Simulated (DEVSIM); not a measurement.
Structure: InP p-n junction from an implanted or diffused profile, at 300 K.

```tsv
layer (left to right)	material	thickness (μm)	Nd (cm⁻³)	τn (s)	τp (s)
1	InP	24.0	7.8e14	4.5e-9	4.5e-9
```

Added acceptor profile: 9.3e17 cm⁻³ × exp(−(x − 0 μm)²/(2·(0.029 μm)²)). Left contact: ohmic. Right contact: ohmic. Voltage is applied to the left contact. Recombination: SRH at mid-gap, Auger. Mobility is μmin + (μ − μmin)/(1 + (N/Nref)^α).

This is a model device: material constants are rounded textbook-type values typed into the input, and sizes, dopings and lifetimes were drawn at random. Values at 300 K.

| parameter | InP |
|---|---|
| gap (eV) | 1.344 |
| affinity (eV) | 4.38 |
| permittivity | 12.5 |
| Nc (cm⁻³) | 5.7e17 |
| Nv (cm⁻³) | 1.1e19 |
| μn (cm²/Vs) | 5200 |
| μp (cm²/Vs) | 170 |
| μn,min | 400 |
| μp,min | 10 |
| Nref,n | 3e17 |
| Nref,p | 4.9e17 |
| αn | 0.47 |
| αp | 0.62 |
| Cn (cm⁶/s) | 9e-31 |
| Cp (cm⁶/s) | 9e-31 |

Model (solved in DEVSIM): 1D drift-diffusion, Boltzmann statistics, complete ionisation; no tunnelling, impact ionisation, image-force lowering or self-heating.

Task: Give the small-signal capacitance in reverse bias (quasi-static).

Result: 
```json
[
 {"V (V)": "-0.2", "C (nF/cm²)": "7.64"},
 {"V (V)": "-0.5", "C (nF/cm²)": "6.81"},
 {"V (V)": "-1", "C (nF/cm²)": "5.88"},
 {"V (V)": "-1.5", "C (nF/cm²)": "5.25"},
 {"V (V)": "-2", "C (nF/cm²)": "4.79"},
 {"V (V)": "-3", "C (nF/cm²)": "4.15"},
 {"V (V)": "-4", "C (nF/cm²)": "3.71"},
 {"V (V)": "-5", "C (nF/cm²)": "3.38"},
 {"V (V)": "-6.5", "C (nF/cm²)": "3.03"},
 {"V (V)": "-8", "C (nF/cm²)": "2.76"},
 {"V (V)": "-10", "C (nF/cm²)": "2.50"}
]
```
